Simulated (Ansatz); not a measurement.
Consider MgH2 in the rutile structure (space group P4_2/mnm, No. 136; a = 4.4762 Å, c = 3.0079 Å). Axes: x, y, z lie along a, b, c of the conventional cell.

Structures relaxed with PBEsol in Ansatz (plane waves to 420 eV, PAW, spin-orbit coupling left out).

Base:

Simulated powder pattern, Cu Kα1, λ = 1.54056 Å (kinematic, ideal powder, no thermal factors, no anomalous dispersion; the 10 strongest lines at most, above 2 %, up to 2θ = 90°):

```tsv
2θ (°)	I/Imax (%)	hkl
28.17	100	(110)
35.94	91	(101)
40.26	30	(200)
55.06	58	(211)
58.25	13	(220)
65.94	15	(310)
69.09	13	(112)
70.38	14	(301)
76.20	8.8	(202)
84.32	13	(321)
```

One thing is altered: biaxial strain +0.84 %, plane normal [001], relaxed out of plane (Cartesian); in-plane vectors clamped, the third vector and the atoms free.

After the change:

Simulated powder pattern, Cu Kα1, λ = 1.54056 Å (kinematic, ideal powder, no thermal factors, no anomalous dispersion; the 10 strongest lines at most, above 2 %, up to 2θ = 90°):

```csv
2θ (°),I/Imax (%),hkl
27.93,100,(110)
35.94,89,(101)
39.91,30,(200)
54.78,58,(211)
57.72,13,(220)
65.32,15,(310)
69.21,13,(112)
69.90,14,(301)
76.20,8.6,(202)
83.64,13,(321)
```

The indices refer to the base's conventional cell; one index is shown for lines that coincide.

No phonon test of stability was made.

Ansatz is a program for electronic structure.
